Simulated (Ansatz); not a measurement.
System: interstitial Na in rock-salt MgO (charge state +1). Computed with PBE, PAW (plane waves to 420 eV; Ansatz, a quantum-chemistry and plane-wave program).

Cell of 64 host sites held at the relaxed PBE lattice; a 2×2×2 k-point mesh shifted by half a step; Fermi-Dirac width 0.01 eV, spin-restricted; finite-size errors left in. No zero-point or tunnelling terms. The charge state is imposed; whether it is stable for some Fermi level was not computed. Sites that were not tried may lie lower.

The step: several atoms move together, Na the farthest; the atom moves 2.12 Å along (0.50, 0.00, 0.00) of the unit cell; the moving atom starts with neighbours 4 Mg at 2.20; 4 O at 1.98 Å and ends with 4 Mg at 2.20; 4 O at 1.98 Å.

Task: Give the migration barrier of this step at the level PBE, PAW.

Result: 594 meV, the same both ways. At the saddle the moving atom has neighbours Mg at 2.05, Mg at 2.07; 2 O at 1.89, 2 O at 2.45 Å. The program found a first-order saddle point.
